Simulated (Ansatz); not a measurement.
Ansatz (a quantum-chemistry and plane-wave program) run on Ni6SnTe2 (I4mm, 9 atoms in the cell): self-consistent single point.

Method of the run: LDA (PW92), default PAW files made with PBE (plane waves; Ansatz).

```
CELL_PARAMETERS angstrom
     -1.90772     1.90772     9.73358
      1.90772    -1.90772     9.73358
      1.90772     1.90772    -9.73358
ATOMIC_POSITIONS crystal
  Ni 0.50107 0.50107 0.00000
  Ni 0.90656 0.40656 0.50000
  Ni 0.40656 0.90656 0.50000
  Ni 0.09541 0.59541 0.50000
  Ni 0.59541 0.09541 0.50000
  Ni 0.80885 0.80885 0.00000
  Sn 0.00035 0.00035 0.00000
  Te 0.31623 0.31623 0.00000
  Te 0.67917 0.67917 0.00000
```

Reference input (self-consistent single point, DFT, LDA (PW92), plane waves, default PAW files made with PBE): basis.ecutwfc = 420 eV; kpoints.mp_grid.grid = 8 8 8; hamiltonian.xc = lda; hamiltonian.pseudopotentials = {kind: paw} (the program's default PAW files); scf.occupations.method = methfessel_paxton; scf.occupations.width = 0.1 eV. This run's input differs from it in these lines:

Ansatz 0.2 input:
```diff
@@ -18,3 +18,3 @@
 kpoints:
-  mp_grid: { grid: [8, 8, 8] }
+  mp_grid: { grid: [7, 7, 7] }
 hamiltonian:
@@ -23,3 +23,3 @@
 scf:
-  occupations: { method: methfessel_paxton, width: 0.1 }
+  occupations: { method: methfessel_paxton, width: 0.3 }
 output:
```

Log, with long lists cut:

```
SCF iter   1: F=—  HF=-54175.686782 eV  |F-HF|=—  |Δ(HF+E_count)|=         —  Δρ=2.45e-2  dr2=8.45e-1  ethr=1.77e-3  ⟨swp⟩=5.5  Hψ=13124  notcnv=0
all-band conjugate gradients solve this SCF's bands
preconditioner: auto → LDOS
SCF iter   2: F=—  HF=-54175.863774 eV  |F-HF|=—  |Δ(HF+E_count)|=   1.77e-1  S|Δr|=    0.00e0  Δρ=3.90e-2  dr2=1.30e0  ethr=5.49e-4  ⟨swp⟩=2.1  Hψ=7097  notcnv=0  defer=257
   [... lines left out ...]
SCF iter   8: F=—  HF=-54175.624070 eV  |F-HF|=—  |Δ(HF+E_count)|=   8.20e-7  S|Δr|=    0.00e0  Δρ=4.29e-5  dr2=2.00e-6  ethr=5.34e-9  ⟨swp⟩=2.0  Hψ=5242  notcnv=0
SCF iter   9: F=—  HF=-54175.624070 eV  |F-HF|=—  |Δ(HF+E_count)|=   9.75e-8  S|Δr|=    0.00e0  Δρ=1.61e-5  dr2=3.04e-7  ethr=1.30e-9  ⟨swp⟩=1.0  Hψ=3461  notcnv=0
SCF iter  10: F=-54175.624070 eV  HF=-54175.624070 eV  |F-HF|=3.73e-8  |Δ(HF+E_count)|=   1.04e-8  S|Δr|=    0.00e0  Δρ=5.90e-6  dr2=3.93e-8  ethr=6.49e-11  ⟨swp⟩=9.1  Hψ=16054  notcnv=0
SCF 1 converged in 10 iterations: F = -54175.624070 eV  dr2 = 3.93e-8
Stability not checked (fill_not_monotonic)
Free energy (F): -54175.624070 eV
Internal energy: -54175.666065 eV  (E = F + TS)
E sigma→0 (E₀):  -54175.634569 eV
Entropy (-TS):   0.041995 eV (4.666 meV/atom)
Fermi energy:    14.783242 eV
--- Forces (eV/Å), atoms counted from 1 ---
  atom   1  Ni    -0.00000000     0.00000000     0.06867521
  atom   2  Ni    -0.00000000     0.00000000    -0.05460096
  atom   3  Ni     0.00000000     0.00000000    -0.05460096
  atom   4  Ni    -0.00000000    -0.00000000    -0.09548500
   [... lines left out ...]
  atom   9  Te     0.00000000     0.00000000    -0.60326961
--- Stress (GPa, compression-positive) ---
      -11.894189       0.000000      -0.000000
        0.000000     -11.894189      -0.000000
       -0.000000       0.000000     -12.804176
  P = ⅓ Tr σ = -12.1975 GPa (-121.975 kbar)
  The stress holds the Pulay correction. Without it, at fixed plane waves, as pw.x and ABINIT print it: P = -12.2776 GPa
```

The run converged in 10 iterations. Against the reference run the free energy is nearly the same (within 1 meV/atom), the pressure hardly changes (-12.11 to -12.20 GPa) and the largest force goes from 0.700 to 0.714 eV/Å.

The starting cell comes from a database of computed structures (which also holds hypothetical and non-ambient phases and stackings), without a prior relaxation at this level. Its lattice was rescaled by a random factor within 2.5 % of one. Spin-orbit coupling is off. Spin polarisation is off, so a magnetic state, if there is one, cannot be reached. With a pressure of about -12 GPa the cell is away from its equilibrium volume at this level. Ansatz's pressure includes its estimate of the finite-basis (Pulay) stress.

Cost on one core of a shared machine: roughly 50 s.
